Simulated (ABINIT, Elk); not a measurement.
An Elk input for a self-consistent single point of Os (P6_3/mmc, 2 atoms in the cell) (DFT, PBE, all-electron FP-LAPW, Elk's shipped species files, default APW+lo basis):

```
tasks
  0

xctype
  20

rmtscf
  0.85

stype
  0

swidth
  0.00499791

maxscl
  100

scale
  5.158952318

avec
    0.5000000000   -0.8660254038    0.0000000000
    0.5000000000    0.8660254038    0.0000000000
    0.0000000000    0.0000000000    1.5824175832

sppath
  'species/'

atoms
  1
  'Os.in'
  2
  0.3333333333  0.6666666667  0.2500000000    0.0 0.0 0.0
  0.6666666667  0.3333333333  0.7500000000    0.0 0.0 0.0

ngridk
  11 11 6
```

### Question
Translate this input to ABINIT.

### Answer
This is the input that was run; spellings and numerical settings could be chosen otherwise.

```
# Os, JTH v2.0 PBE PAW
pp_dirpath "./"
pseudos "Os.GGA_PBE-JTH.xml"
acell 3*1.0 Angstrom
rprim
         1.3649999993   -2.3642493512    0.0000000000
         1.3649999993    2.3642493512    0.0000000000
         0.0000000000    0.0000000000    4.3200000000
natom 2
ntypat 1
znucl 76
typat 1 1
xcart
         2.5794761588    1.4892612547    2.0409042146
         2.5794761588   -1.4892612547    6.1227126438
ecut 20
pawecutdg 40
pawxcdev 0
occopt 7
tsmear 0.00499791
nband 13
kptopt 1
ngkpt 11 11 6
nshiftk 1
shiftk 0 0 0
nstep 60
tolvrs 1.0e-11
prtwf 0
prtden 0
```

Basis, cutoffs, solver keys and any potentials are the target program's own. This input uses DFT, PBE, plane waves, PAW (JTH v2.0 PBE PAW).

The starting cell has typed, rounded lattice constants, without a prior relaxation at this level.
